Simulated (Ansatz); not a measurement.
**A self-consistent single point of Ti2CS (P3m1, 8 atoms in the cell) with Ansatz (an electronic-structure program)**

Method: PBEsol, default PAW files made with PBE (plane waves; Ansatz).

The input file:

Ansatz 0.2 input:
```yaml
# Ti2CS
crystal:
  lattice:
    - [3.195814, 0.000000, 0.000000]
    - [-1.597907, 2.767656, 0.000000]
    - [0.000000, 0.000000, 11.191873]
  atoms:
    - { symbol: Ti, position_ang: [-0.000002, 1.845105, 4.536156] }
    - { symbol: Ti, position_ang: [1.597909, 0.922551, 6.705723] }
    - { symbol: Ti, position_ang: [1.597909, 0.922551, 10.082087] }
    - { symbol: Ti, position_ang: [-0.000002, 1.845105, 1.109786] }
    - { symbol: C, position_ang: [0.000000, 0.000000, 5.595936] }
    - { symbol: C, position_ang: [0.000000, 0.000000, 0.000000] }
    - { symbol: S, position_ang: [1.597909, 0.922551, 2.797968] }
    - { symbol: S, position_ang: [-0.000002, 1.845105, 8.393905] }
basis:
  ecutwfc: 30.9 Ry
kpoints:
  mp_grid:
    grid: [12, 12, 3]
hamiltonian:
  xc: pbesol
  pseudopotentials:
    kind: paw
scf:
  occupations:
    method: gaussian
    width: 0.0073 Ry
output:
  forces: true
  eigenvalues: true
  stress: true
```

Log, with long lists cut:

```
WARN the atoms were moved onto the symmetric positions of the space group found under crystal.symmetry.tolerance 1.0e-5 (fractional …
WARN ansatz: RAYON_NUM_THREADS=1 ignored (pool sized by the plan → 1); use --threads N
Pseudopotentials: kind: paw
Pseudopotential: Ti, paw, valence charge 12
Pseudopotential: C, paw, valence charge 4
Pseudopotential: S, paw, valence charge 6
Crystal: 8 atoms, lattice volume = 98.991 Å³
Basis set: ecut = 420.4159175005146 eV, 1969 PW (Γ), exchange–correlation on 48×48×150 points (8 copies of the dense FFT grid, shifted against one another)
Bands: 42, of which v1, the nominal top of the filled ones, is band 34 counted from 1 (33 counted from 0)
Symmetry: 6 space group operations
Space group: P3m1 (ITA 156), of the structure as read, at distance tolerance 4.6e-5 Å
k-points: 50 of 432 (time reversal used)
PAW frozen core: Ti, regenerated for the run's functional, and the local potential with it
PAW frozen core: C, regenerated for the run's functional, and the local potential with it
PAW frozen core: S, regenerated for the run's functional, and the local potential with it
Initial density: superposition of atomic densities (neutral atoms: chi_scale 0, normalization atom), corrected by the library's trained network
Initial wavefunctions: pseudopotential atomic-orbital guess
Eigensolver: davidson
Functional: x = pbesol(κ = 0.804, μ = 0.12345679012345678), c = pbesol(β = 0.046)
SCF iter   1: F=—  HF=-12169.848139 eV  |F-HF|=—  |Δ(HF+E_count)|=         —  Δρ=7.31e-3  dr2=7.39e-2  ethr=1.77e-3  ⟨swp⟩=5.2  Hψ=8137  notcnv=0
all-band conjugate gradients solve this SCF's bands
preconditioner: auto → Kerker (q_TF=auto, 2.563 Å⁻¹)
SCF iter   2: F=—  HF=-12169.833143 eV  |F-HF|=—  |Δ(HF+E_count)|=   1.50e-2  Δρ=3.47e-3  dr2=1.83e-2  ethr=1.09e-4  ⟨swp⟩=1.9  Hψ=2689  notcnv=0  defer=4
SCF iter   3: F=—  HF=-12169.829471 eV  |F-HF|=—  |Δ(HF+E_count)|=   3.67e-3  Δρ=6.25e-4  dr2=9.81e-4  ethr=2.70e-5  ⟨swp⟩=2.0  Hψ=2803  notcnv=0  defer=4
SCF iter   4: F=—  HF=-12169.829376 eV  |F-HF|=—  |Δ(HF+E_count)|=   9.48e-5  Δρ=2.01e-4  dr2=1.27e-4  ethr=1.44e-6  ⟨swp⟩=2.0  Hψ=2498  notcnv=0  defer=4
SCF iter   5: F=—  HF=-12169.829365 eV  |F-HF|=—  |Δ(HF+E_count)|=   1.09e-5  Δρ=6.27e-5  dr2=2.36e-5  ethr=1.86e-7  ⟨swp⟩=2.1  Hψ=2427  notcnv=0  defer=4
SCF iter   6: F=—  HF=-12169.829332 eV  |F-HF|=—  |Δ(HF+E_count)|=   3.31e-5  Δρ=2.12e-5  dr2=2.54e-6  ethr=3.47e-8  ⟨swp⟩=1.9  Hψ=2140  notcnv=0  defer=9
SCF iter   7: F=—  HF=-12169.829332 eV  |F-HF|=—  |Δ(HF+E_count)|=   2.90e-7  Δρ=9.08e-6  dr2=3.71e-7  ethr=3.73e-9  ⟨swp⟩=2.0  Hψ=2542  notcnv=0  defer=9
SCF iter   8: F=-12169.829332 eV  HF=-12169.829332 eV  |F-HF|=3.06e-8  |Δ(HF+E_count)|=   3.82e-8  Δρ=2.89e-6  dr2=3.65e-8  ethr=1.47e-10  ⟨swp⟩=8.8  Hψ=7572  notcnv=0
SCF 1 converged in 8 iterations: F = -12169.829332 eV  dr2 = 3.65e-8
SCF converged after 8 iterations
Free energy (F): -12169.829332 eV
Harris-Foulkes:  -12169.829332 eV  (|F-HF|=3.06e-8)
Internal energy: -12169.817487 eV  (E = F + TS)
E sigma→0 (E₀):  -12169.823409 eV
Entropy (-TS):   -0.011844 eV (-1.481 meV/atom)
Fermi energy:    14.298801 eV
--- Per-component energies (eV) ---
  E_band       = -477.858948
  E_kinetic    = 1491.944424
  E_local      = -3632.415384  (includes V_loc(G=0)·N_el)
  E_nonlocal   = 141.365263
  E_hartree    = 1507.477287
  E_xc         = -683.978379
  E_vxc        = -792.259694  (∫ρ·V_xc dr)
  E_paw        = -5446.323908  (= ΣΔE_a)
  E_vpaw       = -701.446681  (= ΣTr[D̂ρ^β])
  E_aug_tail   = 0.000473  (compensation charges beyond the density's cutoff)
  E_ewald      = -5548.610901
  E_core_change = 0.723637  (= ΣΔE_core)
  E_smearing   = -0.011844  (= −TS)
  E_closure    = -0.000000  (closes the sum)
  Σ components = -12169.829332   (vs F -12169.829332, Δ=0.00e0)
--- Forces (eV/Å), atoms counted from 1 ---
  atom   1  Ti     0.00000000    -0.00000000    -0.87311301
  atom   2  Ti    -0.00000000     0.00000000     0.34230085
  atom   3  Ti    -0.00000000     0.00000000    -0.05232735
  atom   4  Ti     0.00000000    -0.00000000     0.16852336
  atom   5  C     -0.00000000     0.00000000     0.26459725
  atom   6  C      0.00000000    -0.00000000    -0.01544274
  atom   7  S     -0.00000000     0.00000000     0.15580060
  atom   8  S      0.00000000    -0.00000000     0.00964138
  max |Σ_I F_I| component: 1.97e-5 eV/Å
--- Stress (GPa, compression-positive) ---
       -4.097076       0.000000       0.000000
        0.000000      -4.097076      -0.000000
        0.000000      -0.000000      -2.852662
  P = ⅓ Tr σ = -3.6823 GPa (-36.823 kbar)
  The stress holds the Pulay correction. Without it, at fixed plane waves, as pw.x and ABINIT print it: P = -3.7931 GPa
--- Band table (eV; the first three rows and the last of 50) ---
  k-point 0: bands = ["-42.5809", "-42.5373", "-42.5079", "-42.4519", "-19.2094", "-19.1444", "-18.8499", "-18.8316", "-18.8316", "-18.7888", "-18.7888", "-18.7692", "-18.7692", "-18.7629", "-18.7148", "-18.7148", "-0.9416", "-0.7258", "2.7806", [...]
  k-point 1: bands = ["-42.5808", "-42.5375", "-42.5077", "-42.4519", "-19.1977", "-19.1601", "-18.8374", "-18.8315", "-18.8315", "-18.7891", "-18.7891", "-18.7714", "-18.7689", "-18.7689", "-18.7149", "-18.7149", "-0.9000", "-0.7748", "2.9462", [...]
  k-point 2: bands = ["-42.5778", "-42.5340", "-42.5070", "-42.4512", "-19.2027", "-19.1392", "-18.8808", "-18.8387", "-18.8338", "-18.8115", "-18.7963", "-18.7835", "-18.7701", "-18.7491", "-18.7283", "-18.7153", "-0.8476", "-0.6454", "2.8757", [...]
  k-point 49: bands = ["-42.5145", "-42.5071", "-42.4654", "-42.4563", "-19.0930", "-19.0914", "-19.0697", "-19.0580", "-19.0579", "-19.0370", "-18.9016", "-18.8449", "-18.8442", "-18.8426", "-18.7812", "-18.7788", "0.9925", "1.0859", "4.3147", [...]
```

The run converged in 8 iterations.

The starting cell comes from a database of computed structures (which also holds hypothetical and non-ambient phases and stackings), without a prior relaxation at this level. Its lattice was rescaled by up to half a per cent. One atom was moved a little off its site on purpose. Spin polarisation is off, so a magnetic state, if there is one, cannot be reached. With a pressure of about -4 GPa the cell is away from its equilibrium volume at this level. Ansatz's pressure includes its estimate of the finite-basis (Pulay) stress.
